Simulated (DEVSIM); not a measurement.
Schottky contact on n-type Si

System: Schottky contact on n-type Si, at 300 K.

```csv
layer (left to right),material,thickness (μm),Nd (cm⁻³),τn (s),τp (s)
1,Si,1.80,2.2e15,1.6e-5,1.6e-5
```

Left contact: Schottky, work function 4.52 eV, emission velocity 4.4e6 cm/s. Right contact: ohmic. Voltage is applied to the left contact. Recombination: SRH at mid-gap, radiative, Auger. Gap narrowing is on: ΔEg = 6.92 meV × (l + √(l² + 0.5)), l = ln(N/1.3e17 cm⁻³), shared equally by both band edges. Mobility is constant in doping.

Constants are typed, rounded textbook-type inputs, not results; the design itself was drawn at random and stands for no fabricated device. Values at 300 K.

| parameter | Si |
|---|---|
| gap (eV) | 1.124 |
| affinity (eV) | 4.05 |
| permittivity | 11.7 |
| Nc (cm⁻³) | 2.86e19 |
| Nv (cm⁻³) | 3.1e19 |
| μn (cm²/Vs) | 1417 |
| μp (cm²/Vs) | 470 |
| B (cm³/s) | 4.7e-15 |
| Cn (cm⁶/s) | 2.8e-31 |
| Cp (cm⁶/s) | 9.9e-32 |

Model (solved in DEVSIM): 1D drift-diffusion, Boltzmann statistics, complete ionisation; no tunnelling, impact ionisation, image-force lowering or self-heating. Metal contacts follow the ideal Schottky-Mott rule: no Fermi-level pinning, no interface dipoles.

```
Property                                            Value
---------------------------------------------  ----------
Potential step across the device at zero bias     0.225 V
Largest field in the device at zero bias       12000 V/cm
Dark forward voltage at 100 A/cm²                 0.203 V
```

Small-signal capacitance in reverse bias (quasi-static):

```
V (V)  C (nF/cm²)
-----  ----------
-0.1         24.7
-0.25        20.2
-0.5         16.2
-0.75        13.9
-1           12.3
-1.5         10.4
-2           9.11
-2.5         8.22
-3.25        7.28
-4           6.60
-5           6.00
```

Dark forward current:

(V (V), J (A/cm²)): (0.05, 1.1); (0.10, 7.6); (0.15, 34); (0.20, 96); (0.25, 190); (0.30, 290); (0.35, 410); (0.40, 530); (0.45, 660); (0.50, 790); (0.55, 920); (0.60, 1100); (0.65, 1200); (0.70, 1300); (0.75, 1500); (0.80, 1600); (0.85, 1700); (0.90, 1900); (0.95, 2000)
